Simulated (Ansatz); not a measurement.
Consider NaCl in the rock salt structure (space group Fm-3m, No. 225; a = 5.608 Å).

Level of theory: Ansatz (a program for electronic structure) r2SCAN, no SOC.

Base values:

| Property | Result |
|---|---|
| Pressure | 0.00 GPa |

Modification: every lattice vector is stretched by 1.82 %, atoms relaxed at fixed cell.

Task: How does this affect the energy relative to the base, mean gap deformation potential ΔEg/Δln V and pressure?

Result: The energy rises by 5.3 meV/atom; the mean gap deformation potential ΔEg/Δln V amounts to -4.1 eV; the pressure goes from zero to -1.31 GPa.

The cells carry an imposed strain or load. No phonon test of stability was made.
